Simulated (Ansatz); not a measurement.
Ge (diamond structure), Σ3 (111) [1-10] symmetric tilt. One Sn atom replaces one Ge atom in a bicrystal of 32 atoms (one solute to 29 Å² of one boundary, a high coverage); atoms relaxed, cell held. Energies count from the site farthest from both boundaries, which lies only 5.4 Å away; negative means that the solute is drawn to the site. The cell is neutral, and spin is allowed where the electrons are odd. k-points: Γ-centred 3×5×1 mesh; occupations: Fermi-Dirac, 0.050 eV; spin polarisation not allowed. No spin-orbit coupling.

Sites tried, by distance from the nearest boundary plane (Å): 1.26, 1.26, 1.26, 2.09.

Problem. Does Sn segregate by PBE (Ansatz, an electronic-structure program), and with what energy at each site?

Solution. 1.26 Å: -0.02 eV; 1.26 Å: -0.02 eV; 1.26 Å: -0.02 eV; 2.09 Å: -0.01 eV. No site tried binds it by more than 0.05 eV.
